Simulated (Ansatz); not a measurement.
Base system: Sn in the diamond structure (space group Fd-3m, No. 227).

```
CELL_PARAMETERS angstrom
      0.00000     3.28324     3.28324
      3.28324     0.00000     3.28324
      3.28324     3.28324     0.00000
ATOMIC_POSITIONS crystal
  Sn 0.00000 0.00000 0.00000
  Sn 0.25000 0.25000 0.25000
```

Cartesian axes are those of the cell as printed.

Calculations: plane-wave PAW DFT at the r2SCAN level (Ansatz, a program for electronic structure, 500 eV), without spin-orbit coupling.

Strains are applied to the cell and any free atomic positions relax.

One change was made to it. Results:

| quantity | base | after |
|---|---|---|
| energy relative to the base (free energy F) | 0 meV/atom | +1.0 meV/atom |
| shortest interatomic distance | 2.843 Å | 2.838 Å |
| band gap | zero | zero |

Which of these changes matches the shifts?
A. tensor shear ε_xy = +1.43 %
B. tensor shear ε_xy = +0.86 %
C. tensor shear ε_xy = +1.71 %
D. tensor shear ε_xy = +2.00 %

B, tensor shear ε_xy = +0.86 %. For comparison, the energy relative to the base in the other runs: tensor shear ε_xy = +1.71 % gives +3.9 meV/atom; tensor shear ε_xy = +1.43 % gives +2.8 meV/atom; tensor shear ε_xy = +2.00 % gives +5.4 meV/atom.

Whether these cells are dynamically stable was not tested.
